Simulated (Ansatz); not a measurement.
Base system: Zr₃Si₂ (space group P4/mbm, No. 127; a = 7.106 Å, c = 3.709 Å; a cell from a computed database, its experimental status unchecked). Axes: x, y, z lie along a, b, c of the conventional cell.

Level of theory: DFT with r2SCAN, PAW potentials and a 500 eV plane-wave cutoff in Ansatz (a program for electronic structure), scalar-relativistic without spin-orbit coupling, earlier PAW set.

Base values:

| Quantity | Result |
|---|---|
| Pressure | 0.0 GPa |
| Shortest interatomic distance | 2.451 Å |

Perturbation: biaxial strain +3.35 %, plane normal [001], relaxed out of plane (Cartesian); in-plane vectors clamped, the third vector and the atoms free.

Q: Predict the new pressure.

A: The pressure (mean of the normal stresses, compression positive) goes from zero to -5.2 GPa.

Q: What happens to the shortest interatomic distance?

A: The shortest interatomic distance grows by 0.084 Å to 2.535 Å.

Whether these cells are dynamically stable was not tested. The final runs are not spin-polarised.
